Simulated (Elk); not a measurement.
Band structure of MnZn3 (Pm-3m, 4 atoms in the cell).

```
MnZn3
1.0
    3.72623     0.00000     0.00000
    0.00000     3.72623     0.00000
    0.00000     0.00000     3.72623
Mn Zn
1 3
Direct
  0.00000   0.00000   0.00000
  0.00000   0.50000   0.50000
  0.50000   0.00000   0.50000
  0.50000   0.50000   0.00000
```
Moments meant for the start (each program seeds them in its own way; μB, in the order of the atoms Mn Zn Zn Zn): 4.0 0.0 0.0 0.0.

Method of the run: PBEsol, all-electron FP-LAPW, Elk's shipped species files, default APW+lo basis (Elk).

Settings: xctype = 22; spinpol = true; rgkmax = 7; stype = 3; swidth = 0.00367493 Ha; ngridk = 6 6 6; reducebf = 0.8; bfcmt = [[0.0, 0.0, -4.0], [0.0, 0.0, 0.0], [0.0, 0.0, 0.0], [0.0, 0.0, 0.0]].

The starting cell comes from a database of computed structures (which also holds hypothetical and non-ambient phases and stackings), without a prior relaxation at this level. Its lattice was rescaled by a random factor within 2.5 % of one. With one magnetic atom in the cell only a parallel order is possible. Values depend on the basis (sphere radii, cutoffs, local orbitals), which need not be converged.

Levels in eV from the Fermi level, bands 30 to 37 of the first spin channel:
```tsv
point	30	31	32	33	34	35	36	37
Γ	-0.61	-0.61	-0.20	-0.20	-0.20	0.96	0.96	0.96
X	-6.49	-0.66	-0.66	-0.43	0.93	1.18	4.25	4.25
M	-3.94	-3.94	-3.66	-0.09	-0.09	1.24	1.59	1.63
R	-2.30	-2.30	-2.30	-2.12	-2.12	-2.12	1.42	1.42
```

Bands cross the Fermi level along this path, so the cell is metallic at this level.

The net moment of the cell came out as 2.28 μB.
